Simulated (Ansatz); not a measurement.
An Ansatz (a first-principles code) run: a single point on Si with a change (pressure 5 GPa), its geometry relaxed with r2SCAN; Kohn–Sham DFT with the HSE06 functional, run in Ansatz with PAW and 420 eV plane waves, no SOC, earlier PAW set.

Input:

Ansatz 0.2 input:
```yaml
crystal:
  lattice:
    - [0, 2.679889879, 2.679889879]
    - [2.679889879, 0, 2.679889879]
    - [2.679889879, 2.679889879, 0]
  atoms:
    - { symbol: Si, position: [0.5, 0.5, 0.5] }
    - { symbol: Si, position: [0.75, 0.75, 0.75] }
basis: { ecutwfc: 420, ecutrho_ratio: 4, xc_grid: 2, fft_grid_basis: typed }
kpoints: { mp_grid: { grid: [8, 8, 8] } }
hamiltonian:
  xc: hse06
  dispersion: none
  pseudopotentials: { azcp: { folder: ./paw }, kind: paw }
scf: { occupations: { method: fermi_dirac, width: 0.01 } }
output: { eigenvalues: true, eigenstates: { kpoints: [[0, 0, 0], [0.433333, 0, 0.433333], [0.5, 0, 0.5], [0.375, 0.375, 0.75], [0.625, 0.25, 0.625]] } }
```

Output (explanatory and most iteration lines left out):

```
Pseudopotential: Si, paw, valence charge 4
Crystal: 2 atoms, lattice volume = 38.493 Å³
Basis set: ecut = 420 eV, 749 PW (Γ), exchange–correlation on 54×54×54 points (8 copies of the dense FFT grid, shifted against one another)
Bands: 8, of which v1, the nominal top of the filled ones, is band 4 counted from 1 (3 counted from 0)
Symmetry: 48 space group operations
Space group: Fd-3m (ITA 227), of the structure as read, at distance tolerance 3.4e-5 Å
k-points: 29 of 512
Functional: x = pbe(κ = 0.804, μ = 0.2195149727645171), c = pbe(β = 0.06672455060314922), warm-up for x = pbe(κ = 0.804, μ = 0.2195149727645171) + 0.25 (exact …
SCF iter   1: F=—  HF=-1271.763246 eV  |F-HF|=—  |Δ(HF+E_count)|=         —  Δρ=4.91e-2  dr2=8.33e-1  ethr=1.00e-1  ⟨swp⟩=5.1  Hψ=854  notcnv=0
SCF iter   2: F=—  HF=-1271.589701 eV  |F-HF|=—  |Δ(HF+E_count)|=   1.74e-1  Δρ=2.16e-2  dr2=1.40e-1  ethr=1.04e-2  ⟨swp⟩=2.6  Hψ=485  notcnv=0
SCF 1 stopped early in 4 iterations: F = -1271.567281 eV  dr2 = 8.94e-6
Crystal: 2 atoms, lattice volume = 38.493 Å³
Functional: x = pbe(κ = 0.804, μ = 0.2195149727645171) + 0.25 (exact − pbe) at short range (hse, ω = 0.20786987370883472 Å⁻¹), c = pbe(β = 0.06672455060314922); HSE06 as pw.x's `hse` composes it (authors' and Libxc's form: `xc: wpbeh`)
SCF iter   1: F=—  HF=-1272.561948 eV  |F-HF|=—  |Δ(HF+E_count)|=         —  Δρ=3.34e-3  dr2=3.11e-3  ethr=1.12e-6  ⟨swp⟩=7.2  Hψ=1264  notcnv=0
SCF iter   2: F=—  HF=-1272.560436 eV  |F-HF|=—  |Δ(HF+E_count)|=   1.51e-3  Δρ=7.49e-4  dr2=3.82e-4  ethr=1.12e-6  ⟨swp⟩=4.1  Hψ=721  notcnv=0
SCF 2 stopped early in 5 iterations: F = -1272.563148 eV  dr2 = 1.54e-6
Crystal: 2 atoms, lattice volume = 38.493 Å³
SCF iter   1: F=—  HF=-1272.563142 eV  |F-HF|=—  |Δ(HF+E_count)|=         —  Δρ=1.29e-5  dr2=2.73e-8  ethr=3.03e-7  ⟨swp⟩=3.9  Hψ=575  notcnv=0
SCF iter   2: F=-1272.563142 eV  HF=-1272.563142 eV  |F-HF|=4.39e-10  |Δ(HF+E_count)|=   1.18e-8  Δρ=5.70e-6  dr2=5.43e-9  ethr=3.19e-10  ⟨swp⟩=3.7  Hψ=503  notcnv=0  defer=1
SCF 3 converged in 2 iterations: F = -1272.563142 eV  dr2 = 5.43e-9
Free energy (F): -1272.563142 eV
Internal energy: -1272.563142 eV  (E = F + TS)
E sigma→0 (E₀):  -1272.563142 eV
Fermi energy:    6.856627 eV
```

Single points use the geometry relaxed with r2SCAN. The hybrid gap comes from the SCF mesh plus the semilocal run's edge points and a few special points and is an upper bound. Load acts through the strain it causes; cell and atoms are relaxed under it. No phonon test of stability was made. Tetrahedral semiconductors of this kind turn to denser phases somewhere between about 1 and 50 GPa; those were not computed, so compressed cells here can lie past the real transition. The cell was made from Si in the diamond structure (space group Fd-3m, No. 227) by this change: pressure 5 GPa.
